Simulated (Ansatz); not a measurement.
# A computed series for TiO2: response to strain

The reference is TiO$_{2}$ in the anatase structure (space group I4_1/amd, No. 141).

```xyz
6
Lattice="-1.8849 1.8849 4.7758 1.8849 -1.8849 4.7758 1.8849 1.8849 -4.7758" Properties=species:S:1:pos:R:3 pbc="T T T"
Ti     0.0000     1.8849     2.3879
Ti     0.0000     0.0000     0.0000
O      0.0000     1.8849     0.4057
O      0.0000     0.0000     7.5694
O      0.0000     0.0000     1.9822
O      0.0000     1.8849     4.3702
```

Cartesian axes are those of the cell as printed.

Strains are applied to the cell and any free atomic positions relax; under biaxial strain the out-of-plane vector relaxes too.

Method: PBEsol, PAW, 420 eV (Ansatz, a program for electronic structure; scalar-relativistic without spin-orbit coupling).

Notes on the quantities. energy relative to the base: free energy F.

```json
[
 {"biaxial strain, plane normal [001], relaxed out of plane (%)": "-3", "energy relative to the base (meV/atom)": "17.4"},
 {"biaxial strain, plane normal [001], relaxed out of plane (%)": "-2.4", "energy relative to the base (meV/atom)": "11.1"},
 {"biaxial strain, plane normal [001], relaxed out of plane (%)": "-1.8", "energy relative to the base (meV/atom)": "?"},
 {"biaxial strain, plane normal [001], relaxed out of plane (%)": "-1.2", "energy relative to the base (meV/atom)": "2.8"},
 {"biaxial strain, plane normal [001], relaxed out of plane (%)": "-0.6", "energy relative to the base (meV/atom)": "0.7"},
 {"biaxial strain, plane normal [001], relaxed out of plane (%)": "0", "energy relative to the base (meV/atom)": "0.0"}
]
```

Question: Fit ΔE = Aε² + Bε³ (ε in %) to the rows shown and predict the withheld row.

Answer: Least squares on the printed values gives A = 1.92 and B = -0.0029 meV/atom (largest residual 0.0 meV/atom); this predicts 6.2 meV/atom, and the run gives 6.3 meV/atom, in agreement.

Whether these cells are dynamically stable was not tested. All final runs are without spin polarisation.
